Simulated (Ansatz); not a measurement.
MgS (I4/mmm), PBEsol with spin-orbit coupling, rigid bands run with Ansatz (a first-principles code): Condition of this run: uniaxial stress zz = 2 GPa (compression positive) (the target of the relaxation). band gap 2.63 eV, N_c = 5.74e18 cm⁻³ and N_v = 4.51e19 cm⁻³ at 300 K, conductivity masses along y (a = (0.00, 2.60, 2.56) Å; b = (2.60, 0.00, 2.56) Å; c = (2.60, 2.60, 0.00) Å) of 0.313 mₑ (electrons) and 1.08 mₑ (holes). Take k_BT = 0.02585 eV.

Question: What thermal injection velocity √(2k_BT/πm) limits a ballistic channel along the direction named?

Answer: 9.62e6 cm/s for electrons and 5.18e6 cm/s for holes, a ratio of √(m_h/m_e) = 1.86, for dilute carriers.

Question: A film of it is 8 nm thick, with its normal along the direction named. Estimate the confinement energies in an infinite well.

Answer: ħ²π²/(2m t²) = 0.376 eV·nm²/(m/mₑ × t²) gives 18.8 meV for electrons and 5.44 meV for holes, so the gap would widen to about 2.65 eV. Finite barriers and nonparabolic bands lower this, and with several valleys or bands the heaviest mass along the normal sets the lowest level, not this average.

Question: Find the intrinsic carrier density and the intrinsic Fermi level.

Answer: n_i = √(N_c N_v) exp(−E_g/2k_BT) = 1.61e19 × exp(−50.87) = 1.3e-3 cm⁻³. The level lies (k_BT/2) ln(N_v/N_c) = 27 meV from mid-gap (positive towards the conduction band). Each 0.1 eV added to the gap lowers n_i by a factor of 6.9.

Rigid, parabolic bands with the computed gap; masses take one relaxation time for all states.
